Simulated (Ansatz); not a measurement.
Base system: WS2 in the 2H-MoS2 type structure (space group P6_3/mmc, No. 194; layered, stacked along the Cartesian z axis).

```
WS2
1.0
    3.11481     0.00000     0.00000
   -1.55740     2.69750     0.00000
    0.00000     0.00000    11.77307
W S
2 4
Cartesian
  0.00000   1.79834   2.94327
  1.55740   0.89917   8.82980
  0.00000   1.79834   7.25767
  1.55740   0.89917   1.37114
  1.55740   0.89917   4.51540
  0.00000   1.79834  10.40193
```

Levels (all Ansatz, a first-principles code, PAW): PBEsol-D3(BJ) (420 eV, spin-orbit coupling left out); HSE06 (420 eV, no spin-orbit coupling).

Its gap is 0.65 eV with PBEsol-D3(BJ) and 1.19 eV with HSE06.

Modification: a free-standing slab of 2 layers (6 atoms, 3 a layer) is cut normal to the stacking axis, with 15 Å of vacuum and the in-plane cell relaxed.

With PBEsol-D3(BJ) the gap becomes 1.19 eV.

If the HSE06 correction stayed the same, what would the HSE06 gap be, and what does the HSE06 run give?

A rigid correction of +0.54 eV gives 1.73 eV. The HSE06 run gives 1.78 eV, so the correction itself changes by +0.05 eV.

Single points use the geometry relaxed with PBEsol-D3(BJ). HSE06 was sampled on its mesh, a few special points and the semilocal edge points, so its gap is an upper bound. Spin-orbit coupling, missing from the scalar runs, can matter with W. Whether these cells are dynamically stable was not tested.
